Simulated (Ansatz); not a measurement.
NbP, pressure series

Base system: NbP (space group I4_1md, No. 109; a = 3.320 Å, c = 11.288 Å).

Cell and atoms are relaxed at each pressure.

Method: plane-wave PAW DFT at the PBEsol level (Ansatz, an electronic-structure program, 420 eV), scalar-relativistic without spin-orbit coupling.

Candidates:
(a) pressure 50 GPa
(b) pressure 75 GPa
(c) pressure 7 GPa
(d) pressure −1 GPa

Base values:

- c/a ratio: 3.399

Q: Order them by c/a ratio, lowest first.

A: (b) pressure 75 GPa (3.221), (a) pressure 50 GPa (3.272), (c) pressure 7 GPa (3.378), (d) pressure −1 GPa (3.403)

Load acts through the strain it causes; cell and atoms are relaxed under it. Stability against distortions was not tested. Competing high-pressure phases were not computed. The final runs are not spin-polarised.
